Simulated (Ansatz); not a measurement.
Base system: Ta in the bcc (W type) structure (space group Im-3m, No. 229; a = 3.306 Å; relaxed with 0.1 eV smearing).

The values are results of r2SCAN (Ansatz, a quantum-chemistry and plane-wave program; PAW; 500 eV plane waves; no spin-orbit coupling), not measurements.

For the base:

| Property | Value |
|---|---|
| Pressure | 0.0 GPa |

Now apply this change: the cell is scaled by 1.0050 in all directions, atoms relaxed at fixed cell.

Estimate the effect on the pressure and energy relative to the base.

The pressure goes from zero to -2.9 GPa; the energy rises by 2.5 meV/atom.

The cells carry an imposed strain or load. Stability against distortions was not tested. All final runs are without spin polarisation.
